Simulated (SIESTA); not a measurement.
**Worked example: self-consistent single point of Al₃Ir (P6_3/mmc, 8 atoms in the cell) in SIESTA**

Method of the run: GGA PBEsol, numerical atomic orbitals DZP, PseudoDojo PBEsol standard norm-conserving potentials (rewritten from UPF to PSML) run with SIESTA.

Input as run:

```
# files in the folder: Al.psml Ir.psml (PseudoDojo PBEsol standard)
SystemName  Al3Ir
SystemLabel al3ir

NumberOfAtoms                8
NumberOfSpecies              2
%block ChemicalSpeciesLabel
  1 13 Al
  2 77 Ir
%endblock ChemicalSpeciesLabel
LatticeConstant              1.0 Ang
%block LatticeVectors
     4.373467000    0.000000000    0.000000000
    -2.186734000    3.787534000    0.000000000
     0.000000000    0.000000000    7.928107000
%endblock LatticeVectors
AtomicCoordinatesFormat      Ang
%block AtomicCoordinatesAndAtomicSpecies
     0.000000000    0.000000000    1.982026750  1
     0.000000000    0.000000000    5.946080250  1
    -0.000002520    2.525023929    4.597429968  1
     2.186735520    1.262510071    3.330677032  1
     2.186735520    1.262510071    0.633376468  1
    -0.000002520    2.525023929    7.294730532  1
    -0.000002520    2.525023929    1.982026750  2
     2.186735520    1.262510071    5.946080250  2
%endblock AtomicCoordinatesAndAtomicSpecies

XC.functional                GGA
XC.authors                   PBEsol
PAO.BasisSize                DZP
PAO.EnergyShift              0.005 Ry
MeshCutoff                   300 Ry
%block kgrid.MonkhorstPack
    7   0   0  0.0
    0   7   0  0.0
    0   0   4  0.0
%endblock kgrid.MonkhorstPack
OccupationFunction           MP
OccupationMPOrder            0
ElectronicTemperature        136.0 meV

MaxSCFIterations             150
SCF.Mixer.Method             Pulay
SCF.Mixer.Weight             0.25
SCF.Mixer.History            8
SCF.DM.Tolerance             1.0E-04
Diag.ParallelOverK           true
WriteForces                  true
```

Output, abridged:

```
reinit: Reading from file input.fdf

reinit: System Name: Al3Ir
reinit: System Label: al3ir

coor:   Atomic-coordinates input format  =     Cartesian coordinates
coor:                                          (in Angstroms)

siesta: Atomic coordinates (Bohr) and species
siesta:      0.00000   0.00000   3.74549  1        1
siesta:      0.00000   0.00000  11.23646  1        2
siesta:     -0.00000   4.77160   8.68788  1        3
siesta:      4.13233   2.38580   6.29407  1        4
siesta:      4.13233   2.38580   1.19691  1        5
siesta:     -0.00000   4.77160  13.78504  1        6
siesta:     -0.00000   4.77160   3.74549  2        7
siesta:      4.13233   2.38580  11.23646  2        8

siesta: System type = bulk

initatomlists: Number of atoms, orbitals, and projectors:      8   116   172

siesta: ******************** Simulation parameters ****************************
redata: Spin configuration                          = none
redata: Time-Reversal Symmetry                      = T
redata: Number of Atomic Species                    =        2
redata: Mesh Cutoff                                 =   300.0000 Ry
redata: Net charge of the system                    =     0.0000 |e|
redata: Min. number of SCF Iter                     =        0
redata: Max. number of SCF Iter                     =      150
redata: SCF convergence failure will abort job
redata: SCF mix quantity                            = Hamiltonian
redata: Mix DM or H after convergence               =   F
redata: Recompute H after scf cycle                 =   F
redata: Mix DM in first SCF step                    =   T
redata: No kicks to SCF
redata: DM Mixing Weight for Kicks                  =     0.5000
redata: Require Harris convergence for SCF          =   F
redata: Harris energy tolerance for SCF             =     0.000100 eV
redata: Require DM convergence for SCF              =   T
   [... lines left out ...]
diag: Used triangular part                          = Lower
diag: Absolute tolerance                            =  0.100E-15
diag: Orthogonalization factor                      =  0.100E-05
diag: Memory factor                                 =  1.0000

superc: Internal auxiliary supercell:     7 x     7 x     5  =     245
superc: Number of atoms, orbitals, and projectors:   1960  28420  42140

                        Single-point calculation

superc: Internal auxiliary supercell:     7 x     7 x     5  =     245
superc: Number of atoms, orbitals, and projectors:   1960  28420  42140

outcell: Unit cell vectors (Ang):
        4.373467    0.000000    0.000000
       -2.186734    3.787534    0.000000
        0.000000    0.000000    7.928107

outcell: Cell vector modules (Ang)   :    4.373467    4.373468    7.928107
outcell: Cell angles (23,13,12) (deg):     90.0000     90.0000    120.0000
outcell: Cell volume (Ang**3)        :    131.3264
new_DM -- step:     1
Initializing Density Matrix...

Attempting to read DM from file... Failed...
DM filled with atomic data:

InitMesh: MESH = 40 x 40 x 90 = 144000
InitMesh: Mesh cutoff (required, used) =   300.000   308.254 Ry

stepf: Methfessel-Paxton step function
       Using Hermite-Gauss polynomials of order  0
        iscf     Eharris(eV)        E_KS(eV)     FreeEng(eV)     dDmax    Ef(eV) dHmax(eV)
   scf:    1    -6540.810770    -6609.764056    -6609.778910  1.678304 -3.955274 21.007123
   scf:    2    -6622.570355    -6631.545013    -6631.555316  0.244767 -4.471761  4.549138
   scf:    3    -6633.983532    -6633.366674    -6633.382342  0.109483 -4.364344  0.418791
   scf:    4    -6633.421099    -6633.438501    -6633.457032  0.088208 -4.421196  0.797853
   scf:    5    -6633.305102    -6633.430589    -6633.447636  0.024887 -4.456613  0.731997
   scf:    6    -6633.484718    -6633.472284    -6633.490221  0.016634 -4.446955  0.040052
   scf:    7    -6633.471941    -6633.472133    -6633.490035  0.001937 -4.450020  0.076785
   scf:    8    -6633.472272    -6633.472204    -6633.490116  0.000137 -4.449846  0.068340
   scf:    9    -6633.472544    -6633.472454    -6633.490423  0.001043 -4.449183  0.014595
   scf:   10    -6633.472446    -6633.472453    -6633.490437  0.000229 -4.449036  0.002763
   scf:   11    -6633.472449    -6633.472452    -6633.490437  0.000051 -4.449000  0.000061
SCF Convergence by DM+H criterion
max |DM_out - DM_in|         :     0.0000509168
max |H_out - H_in|      (eV) :     0.0000609204
SCF cycle converged after 11 iterations

Using DM_out to compute the final energy and forces

siesta: E_KS(eV) =            -6633.4725

siesta: E_KS - E_eggbox =     -6633.4725

siesta: Atomic forces (eV/Ang):
     1    0.000054   -0.000031   -0.000000
     2   -0.000054    0.000031   -0.000000
     3    0.000037   -0.000021   -0.066619
     4   -0.000037    0.000021    0.066619
     5   -0.000037    0.000021   -0.066619
     6    0.000037   -0.000021    0.066619
     7   -0.000005    0.000001   -0.000000
     8    0.000005   -0.000001   -0.000000
   Tot   -0.000000   -0.000000    0.000000
   Max    0.066619
   Res    0.027197    sqrt( Sum f_i^2 / 3N )
   Max    0.066619    constrained

Stress tensor Voigt[x,y,z,yz,xz,xy] (kbar):      101.46      101.49       96.75       -0.00       -0.00        0.03
(Free)E + p*V (eV/cell)    -6641.6789
Target enthalpy (eV/cell)    -6633.4904

siesta: Program's energy decomposition (eV):
siesta: Ebs     =     -1361.843178
siesta: Eions   =      9656.082569
siesta: Ena     =      1982.219442
siesta: Ekin    =      1885.208865
siesta: Enl     =       394.143980
siesta: Eso     =         0.000000
siesta: Edftu   =         0.000000
siesta: DEna    =       102.548958
siesta: DUscf   =         3.106700
siesta: DUext   =         0.000000
siesta: Ex      =     -1239.560132
siesta: Ec      =      -105.057697
siesta: Exc     =     -1344.617828
siesta: Eharris =     -6633.472449
siesta: Etot    =     -6633.472452
siesta: FreeEng =     -6633.490437

siesta: Atomic forces (eV/Ang):
siesta:      1    0.000054   -0.000031   -0.000000
siesta:      2   -0.000054    0.000031   -0.000000
siesta:      3    0.000037   -0.000021   -0.066619
siesta:      4   -0.000037    0.000021    0.066619
siesta:      5   -0.000037    0.000021   -0.066619
siesta:      6    0.000037   -0.000021    0.066619
siesta:      7   -0.000005    0.000001   -0.000000
siesta:      8    0.000005   -0.000001   -0.000000
siesta: ----------------------------------------
siesta:    Tot   -0.000000   -0.000000    0.000000

siesta: Stress tensor (static) (eV/Ang**3):
siesta:     0.063325    0.000016   -0.000000
siesta:     0.000016    0.063343   -0.000000
siesta:    -0.000000   -0.000000    0.060387

siesta: Cell volume =        131.326357 Ang**3

siesta: Pressure (static):
siesta:                Solid            Molecule  Units
siesta:          -0.00067910         -0.00068902  Ry/Bohr**3
siesta:          -0.06235164         -0.06326332  eV/Ang**3
siesta:         -99.89834313       -101.35900910  kBar
```

The run converged in 11 iterations.

The starting cell comes from a database of computed structures (which also holds hypothetical and non-ambient phases and stackings), without a prior relaxation at this level. Its lattice was rescaled by a random factor within 2.5 % of one. Spin polarisation is off. Values carry the incompleteness of an atom-centred basis. With a pressure of about -10 GPa the cell is away from its equilibrium volume at this level.

Cost on one core of a shared machine: roughly 80 s.
